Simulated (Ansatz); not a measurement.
We consider NaI (within 0.1 Å of Cmmm, No. 65, 4 atoms in the cell; start mp-1246268; a measured phase of this formula has another space group), described by LDA (Ansatz, an electronic-structure program, PAW).

Numerical settings: plane-wave cutoff 520 eV, 8×8×6 k mesh (along the axes of the cell as run), Fermi–Dirac smearing 0.01 eV, scalar-relativistic PAW data made under PBE.

Cell (relaxed at this level):

```
CELL_PARAMETERS angstrom
      4.66369     0.00000     0.00000
      0.00000     4.05097     0.00000
      0.00000     0.00000     6.75408
ATOMIC_POSITIONS crystal
  Na 0.25000 0.50000 0.25034
  Na 0.75000 0.50000 0.74966
  I  0.25000 0.00000 0.74996
  I  0.75000 0.00000 0.25004
```

Problem. Give the computed band gap and bulk modulus.

Solution. 
- band gap = 2.29 eV (on the SCF k mesh)
- bulk modulus = 10.4 GPa

Note: the bulk modulus is −V dP/dV from two relaxed cells at ±2 % in volume.

Spin–orbit coupling is not included; with these elements it can move the gap by several tenths of an eV or more.

Computed values are for the static lattice.

A start named mp-… is a Materials Project structure, which need not be a measured phase.
